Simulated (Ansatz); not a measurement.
Electronic density of states of amorphous Zr20O41Li2, density 5.21 g/cm³, on a 2×2×2 Γ-centred mesh with a Gaussian width of 0.1 eV; energies count from the Fermi level, whose place inside the gap is arbitrary. Cell and mesh are small, so fine structure isn't converged. Method: PBE, scalar-relativistic without spin-orbit coupling (plane waves to 420 eV, PAW; Ansatz, an electronic-structure program). Sampling: a 2×2×2 Γ-centred mesh; Fermi-Dirac width 0.02 eV; no spin polarisation. At PBE the levels at the filled edge of the gap are localised (band-tail or defect states).

A CHGNet melt-quench gave the starting glass, which DFT then relaxed. O atoms were pushed apart under 1.9 Å during the dynamics, to hinder bonds among them. The hot cell started wider than the set density and was brought back towards it in steps. It is the lowest in DFT energy of 2 quenches. It is a model cell: composition and starting density were chosen by hand, and all elements were melted together. No dispersion term was used. Its density started from a set value of 5.21 and ended at 5.21 g/cm³. Cooling (nominally 450 K/ps over its main leg) ran many orders faster than in experiment, which tends to leave more defects and strain. Values belong to this one cell and scatter from quench to quench. The volume was held where the preparation left it and the shape relaxed, at a PBE pressure of -4.0 GPa (tension). Stress components on the final sampling reach 4.0 GPa.

(E - EF (eV), states/(eV atom)): (-12.00, 0.00); (-11.90, 0.00); (-11.80, 0.00); (-11.70, 0.00); (-11.60, 0.00); (-11.50, 0.00); (-11.40, 0.00); (-11.30, 0.00); (-11.20, 0.00); (-11.10, 0.00); (-11.00, 0.00); (-10.90, 0.00); (-10.80, 0.00); (-10.70, 0.00); (-10.60, 0.00); (-10.50, 0.00); (-10.40, 0.00); (-10.30, 0.00); (-10.20, 0.00); (-10.10, 0.00); (-10.00, 0.00); (-9.90, 0.00); (-9.80, 0.00); (-9.70, 0.00); (-9.60, 0.00); (-9.50, 0.00); (-9.40, 0.00); (-9.30, 0.00); (-9.20, 0.00); (-9.10, 0.00); (-9.00, 0.00); (-8.90, 0.00); (-8.80, 0.00); (-8.70, 0.00); (-8.60, 0.00); (-8.50, 0.00); (-8.40, 0.00); (-8.30, 0.00); (-8.20, 0.00); (-8.10, 0.00); (-8.00, 0.00); (-7.90, 0.00); (-7.80, 0.00); (-7.70, 0.00); (-7.60, 0.00); (-7.50, 0.00); (-7.40, 0.00); (-7.30, 0.00); (-7.20, 0.00); (-7.10, 0.00); (-7.00, 0.00); (-6.90, 0.00); (-6.80, 0.00); (-6.70, 0.00); (-6.60, 0.03); (-6.50, 0.15); (-6.40, 0.30); (-6.30, 0.42); (-6.20, 0.50); (-6.10, 0.57); (-6.00, 0.64); (-5.90, 0.78); (-5.80, 0.84); (-5.70, 0.80); (-5.60, 0.80); (-5.50, 0.89); (-5.40, 0.90); (-5.30, 0.85); (-5.20, 0.82); (-5.10, 0.84); (-5.00, 0.84); (-4.90, 0.89); (-4.80, 0.89); (-4.70, 0.84); (-4.60, 0.87); (-4.50, 0.88); (-4.40, 0.85); (-4.30, 0.82); (-4.20, 0.82); (-4.10, 0.89); (-4.00, 0.88); (-3.90, 0.87); (-3.80, 0.84); (-3.70, 0.85); (-3.60, 0.92); (-3.50, 0.93); (-3.40, 0.97); (-3.30, 0.99); (-3.20, 0.99); (-3.10, 0.99); (-3.00, 0.96); (-2.90, 0.99); (-2.80, 1.02); (-2.70, 0.99); (-2.60, 1.03); (-2.50, 1.07); (-2.40, 1.01); (-2.30, 0.92); (-2.20, 0.88); (-2.10, 0.79); (-2.00, 0.48); (-1.90, 0.31); (-1.80, 0.36); (-1.70, 0.25); (-1.60, 0.04); (-1.50, 0.00); (-1.40, 0.00); (-1.30, 0.00); (-1.20, 0.00); (-1.10, 0.00); (-1.00, 0.00); (-0.90, 0.00); (-0.80, 0.00); (-0.70, 0.00); (-0.60, 0.00); (-0.50, 0.00); (-0.40, 0.00); (-0.30, 0.00); (-0.20, 0.00); (-0.10, 0.00); (0.00, 0.00); (0.10, 0.00); (0.20, 0.00); (0.30, 0.00); (0.40, 0.00); (0.50, 0.00); (0.60, 0.00); (0.70, 0.00); (0.80, 0.00); (0.90, 0.00); (1.00, 0.00); (1.10, 0.00); (1.20, 0.00); (1.30, 0.00); (1.40, 0.00); (1.50, 0.00); (1.60, 0.03); (1.70, 0.12); (1.80, 0.21); (1.90, 0.33); (2.00, 0.38); (2.10, 0.37); (2.20, 0.40); (2.30, 0.49); (2.40, 0.59); (2.50, 0.67); (2.60, 0.70); (2.70, 0.71); (2.80, 0.72); (2.90, 0.72); (3.00, 0.78); (3.10, 0.84); (3.20, 0.82); (3.30, 0.84); (3.40, 0.80)

The level gap on this mesh is 3.44 eV; the broadening fills part of it in the curve.
